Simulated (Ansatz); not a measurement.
Output of an Ansatz run (abridged):

```
WARN ansatz: RAYON_NUM_THREADS=1 ignored (pool sized by the plan → 1); use --threads N
Pseudopotentials: kind: paw
Pseudopotential: Hf, paw, valence charge 26
Pseudopotential: Os, paw, valence charge 16
Crystal: 2 atoms, lattice volume = 33.612 Å³
Basis set: ecut = 420.4159175005146 eV, 691 PW (Γ), exchange–correlation on 48×48×48 points (8 copies of the dense FFT grid, shifted against one another)
Bands: 26, of which v1, the nominal top of the filled ones, is band 21 counted from 1 (20 counted from 0)
Symmetry: 8 space group operations
Space group: P4mm (ITA 99), of the structure as read, at distance tolerance 3.2e-5 Å
k-points: 126 of 1000 (time reversal used)
PAW frozen core: Hf, regenerated for the run's functional, and the local potential with it
PAW frozen core: Os, regenerated for the run's functional, and the local potential with it
Initial density: superposition of atomic densities (neutral atoms: chi_scale 0, normalization atom), corrected by the library's trained network
Initial wavefunctions: pseudopotential atomic-orbital guess
Eigensolver: davidson
Functional: x = pbesol(κ = 0.804, μ = 0.12345679012345678), c = pbesol(β = 0.046)
SCF iter   1: F=—  HF=-26850.377732 eV  |F-HF|=—  |Δ(HF+E_count)|=         —  Δρ=9.20e-3  dr2=5.81e-2  ethr=1.77e-3  ⟨swp⟩=4.7  Hψ=11788  notcnv=0
all-band conjugate gradients solve this SCF's bands
preconditioner: auto → Resta (q_TF=auto, 2.831 Å⁻¹)
SCF iter   2: F=—  HF=-26850.371390 eV  |F-HF|=—  |Δ(HF+E_count)|=   6.34e-3  Δρ=5.00e-3  dr2=1.78e-2  ethr=1.38e-4  ⟨swp⟩=1.0  Hψ=4284  notcnv=0
SCF iter   3: F=—  HF=-26850.368460 eV  |F-HF|=—  |Δ(HF+E_count)|=   2.93e-3  Δρ=6.34e-4  dr2=1.92e-4  ethr=4.25e-5  ⟨swp⟩=2.0  Hψ=3701  notcnv=0  defer=3
SCF iter   4: F=—  HF=-26850.368527 eV  |F-HF|=—  |Δ(HF+E_count)|=   6.68e-5  Δρ=5.14e-4  dr2=5.11e-5  ethr=4.57e-7  ⟨swp⟩=2.0  Hψ=5702  notcnv=0  defer=4
SCF iter   5: F=—  HF=-26850.368403 eV  |F-HF|=—  |Δ(HF+E_count)|=   1.23e-4  Δρ=5.91e-5  dr2=5.83e-7  ethr=1.22e-7  ⟨swp⟩=3.0  Hψ=6141  notcnv=0  defer=3
SCF iter   6: F=-26850.368396 eV  HF=-26850.368396 eV  |F-HF|=1.50e-8  |Δ(HF+E_count)|=   7.54e-6  Δρ=1.02e-5  dr2=2.50e-8  ethr=2.38e-10  ⟨swp⟩=7.8  Hψ=15507  notcnv=0
SCF 1 converged in 6 iterations: F = -26850.368396 eV  dr2 = 2.50e-8
SCF converged after 6 iterations
Free energy (F): -26850.368396 eV
Harris-Foulkes:  -26850.368396 eV  (|F-HF|=1.50e-8)
Internal energy: -26850.365907 eV  (E = F + TS)
E sigma→0 (E₀):  -26850.367151 eV
Entropy (-TS):   -0.002489 eV (-1.245 meV/atom)
Fermi energy:    23.974536 eV
--- Per-component energies (eV) ---
  E_band       = 52.230707
  E_kinetic    = 989.712689
  E_local      = -5576.876510  (includes V_loc(G=0)·N_el)
  E_nonlocal   = -1236.240563
  E_hartree    = 2611.477112
  E_xc         = -564.309812
  E_vxc        = -551.452932  (∫ρ·V_xc dr)
  E_paw        = -15688.626529  (= ΣΔE_a)
  E_vpaw       = 1204.146854  (= ΣTr[D̂ρ^β])
  E_aug_tail   = -0.000074  (compensation charges beyond the density's cutoff)
  E_ewald      = -7387.001245
  E_core_change = 1.499025  (= ΣΔE_core)
  E_smearing   = -0.002489  (= −TS)
  E_closure    = 0.000000  (closes the sum)
  Σ components = -26850.368396   (vs F -26850.368396, Δ=0.00e0)
--- Forces (eV/Å), atoms counted from 1 ---
  atom   1  Hf     0.00000000     0.00000000    -0.43274395
  atom   2  Os    -0.00000000     0.00000000     0.43271917
  max |Σ_I F_I| component: 2.48e-5 eV/Å
--- Stress (GPa, compression-positive) ---
       -0.865512       0.000000       0.000000
        0.000000      -0.865512       0.000000
       -0.000000       0.000000      -0.943510
  P = ⅓ Tr σ = -0.8915 GPa (-8.915 kbar)
  The stress holds the Pulay correction. Without it, at fixed plane waves, as pw.x and ABINIT print it: P = -0.9657 GPa
--- Band table (eV; the first three rows and the last of 126) ---
  k-point 0: bands = ["-62.0452", "-37.7541", "-21.4475", "-21.4475", "-21.4464", "-6.3203", "-6.3187", "-6.3187", "12.3181", "12.3182", "12.3182", "12.3303", "12.3308", "12.3308", "12.3424", "14.8346", "18.4942", "18.5068", "22.3082", "22.3233", [...]
  k-point 1: bands = ["-62.0449", "-37.7526", "-21.4544", "-21.4463", "-21.4463", "-6.3630", "-6.3179", "-6.3179", "12.3150", "12.3194", "12.3194", "12.3256", "12.3313", "12.3313", "12.3404", "15.0682", "18.6047", "18.6808", "22.2922", "22.2922", [...]
  k-point 2: bands = ["-62.0442", "-37.7489", "-21.4754", "-21.4435", "-21.4435", "-6.4733", "-6.3158", "-6.3158", "12.3069", "12.3140", "12.3203", "12.3203", "12.3349", "12.3349", "12.3353", "15.7382", "18.9264", "19.1323", "22.2242", "22.2242", [...]
  k-point 125: bands = ["-62.0369", "-37.7040", "-21.5200", "-21.5200", "-21.5188", "-6.6578", "-6.6561", "-6.6561", "12.3086", "12.3130", "12.3135", "12.3135", "12.3476", "12.3476", "12.3476", "20.7023", "20.7023", "20.7045", "21.8403", "21.8462", [...]
```

The structure:

```
CELL_PARAMETERS angstrom
      3.22725     0.00000     0.00000
      0.00000     3.22725     0.00000
      0.00000     0.00000     3.22725
ATOMIC_POSITIONS crystal
  Hf 0.00000 0.00000 0.01549
  Os 0.50000 0.50000 0.50000
```

**Question.** Write an input that gives this output.

**Answer.** Other spellings and defaults could give the same log, and not every line can be read from it. The input that was run (DFT, PBEsol, plane waves, default PAW files made with PBE):

Ansatz 0.2 input:
```yaml
# HfOs
crystal:
  lattice:
    - [3.22725300, 0.00000000, 0.00000000]
    - [0.00000000, 3.22725300, 0.00000000]
    - [0.00000000, 0.00000000, 3.22725300]
  atoms:
    - { symbol: Hf, position_ang: [0.00000000, 0.00000000, 0.04999983] }
    - { symbol: Os, position_ang: [1.61362650, 1.61362650, 1.61362650] }
basis:
  ecutwfc: 30.9 Ry
kpoints:
  mp_grid: { grid: [10, 10, 10] }
hamiltonian:
  xc: pbesol
  pseudopotentials: { kind: paw }
scf:
  occupations: { method: gaussian, width: 0.0073 Ry }
output:
  forces: true
  eigenvalues: true
  stress: true
```

The starting cell comes from a database of computed structures (which also holds hypothetical and non-ambient phases and stackings), without a prior relaxation at this level. Its lattice was rescaled by up to half a per cent. One atom was moved a little off its site on purpose. Spin-orbit coupling is off. Spin polarisation is off. Ansatz's pressure includes its estimate of the finite-basis (Pulay) stress.

Ansatz is a first-principles code.
